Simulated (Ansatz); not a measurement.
Cu under load (space group I4/mmm), PBEsol, DFPT electron-phonon coupling, linearised Boltzmann equation run with Ansatz (a first-principles code). Condition of this run: biaxial stress xx = yy = 3 GPa (compression positive) (the target of the relaxation). Phonon-limited resistivity 1.63 μΩ·cm at 300 K, 2.22 μΩ·cm at 400 K, current-weighted mean free path 41 nm, Drude plasma energy 9.12 eV.

Task: What Drude relaxation time do resistivity and plasma energy imply?

Result: ω_p = 1.39e16 s⁻¹, so τ = 1/(ε₀ ω_p² ρ) = 36.1 fs, a damping ħ/τ of 18.2 meV.

Task: Estimate the electronic thermal conductivity at 300 K by the Wiedemann-Franz law (L₀ = 2.44×10⁻⁸ W·Ω/K²).

Result: L₀T/ρ = 2.44×10⁻⁸ × 300/(1.63×10⁻⁸) = 449 W/(m·K). Inelastic scattering puts the true Lorenz number somewhat under L₀ near and below the Debye temperature.

Task: What temperature coefficient of resistance follows, and how does it compare with 1/T?

Result: (ρ₄₀₀ − ρ₃₀₀)/(100 K × ρ₃₀₀) = 3.62×10⁻³ K⁻¹, against 1/T = 3.33×10⁻³ K⁻¹ for a resistivity proportional to T. It lies higher because phonons are still being populated at 300 K; impurities would add a constant and lower it.

A metal at this level (no band gap). Only scattering by harmonic phonons is included (no impurities, grain boundaries, electron-electron scattering or thermal expansion). Spin-orbit coupling is left out. Halving the electron mesh (40x40x40) moves the resistivity by up to 2 % at 300 K, the mean free path by up to 1 %. Smearing 0.20 eV; phonons on a 7x7x7 q mesh, which this run doesn't test.
